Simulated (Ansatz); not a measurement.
Relaxation of the outer planes of the (210) surface of rock-salt TaC in its 1x1 cell (cut with top plane C + Ta, bottom plane C + Ta), outermost plane spacing 1.00 Å in the ideal cut.

Computed with PBE (plane waves to 420 eV, PAW; Ansatz, a quantum-chemistry and plane-wave program).

Slab: 22 atoms, C11Ta11, 10.0 Å thick at the start (thin: gaps and levels are the slab's own); k 9x8x1, smearing 0.1 eV, dipole-corrected; all atoms relaxed; held to the part of the start's symmetry that mesh and held atoms allow; no spin, no spin-orbit, no U.

| plane | atoms | bulk spacing to the next (Å) | relaxed spacing (Å) | change (%) | rumpling (Å) |
|---|---|---|---|---|---|
| 1 | C + Ta | 1.001 | 0.974 | -2.6 | 0.25 (C outermost) |
| 2 | C + Ta | 1.001 | 0.879 | -12.2 | 0.14 (C outermost) |
